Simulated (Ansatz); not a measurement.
Phonon-limited electron mobility of C (Fd-3m) in cm²/(V·s), Ansatz (a quantum-chemistry and plane-wave program) with r2SCAN, finite-displacement electron-phonon coupling, linearised Boltzmann equation. Condition of this run: hydrostatic pressure -10 GPa (the target of the relaxation). Geometry: relaxed with this functional, without spin-orbit coupling.

```csv
Condition,μ
150 K,5700
200 K,3600
250 K,2400
300 K,1690
350 K,[?]
400 K,880
500 K,499
600 K,[?]
```

**Question.** What belongs in the gaps?

**Answer.** 
- 350 K, μ: 1210
- 600 K, μ: 309

**Question.** What exponent p of μ ∝ T^−p fits 200 to 400 K (along x)?

**Answer.** p ≈ 2.0; acoustic deformation-potential scattering alone gives 1.5.

Scattering by harmonic phonons alone: no impurities, screening or carrier-carrier scattering, bands fixed at 0 K. From a coarser fine mesh the values given move by up to 7 %. The mesh was bound by memory.
